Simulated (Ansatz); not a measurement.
Start from Nb in the bcc (W type) structure (space group Im-3m, No. 229; a = 3.273 Å; relaxed with 0.1 eV smearing). Axes: x, y, z lie along the cube axes.

All numbers come from plane-wave PAW DFT at the PBEsol level (Ansatz, a program for electronic structure, 420 eV), spin-orbit coupling left out.

Strains are applied to the cell and any free atomic positions relax; under biaxial strain the out-of-plane vector relaxes too.

One change was made to it. Results:

The energy goes up by 12 meV/atom; the pressure (mean of the normal stresses, compression positive) goes from zero to 3.8 GPa; the volume per atom decreases by 0.34 Å³, from 17.53 Å³ to 17.19 Å³.

Problem. Which of these changes matches the shifts?
A. biaxial strain −0.50 %, plane normal [001], relaxed out of plane
B. biaxial strain +0.50 %, plane normal [001], relaxed out of plane
C. biaxial strain −2.00 %, plane normal [001], relaxed out of plane
D. biaxial strain +1.00 %, plane normal [001], relaxed out of plane
E. biaxial strain −3.00 %, plane normal [001], relaxed out of plane

Solution. C, biaxial strain −2.00 %, plane normal [001], relaxed out of plane. For comparison, the energy relative to the base in the other runs: biaxial strain −3.00 %, plane normal [001], relaxed out of plane gives +28 meV/atom; biaxial strain +0.50 %, plane normal [001], relaxed out of plane gives +0.7 meV/atom; biaxial strain −0.50 %, plane normal [001], relaxed out of plane gives +0.7 meV/atom; biaxial strain +1.00 %, plane normal [001], relaxed out of plane gives +2.6 meV/atom.

No phonon test of stability was made. All final runs are without spin polarisation.
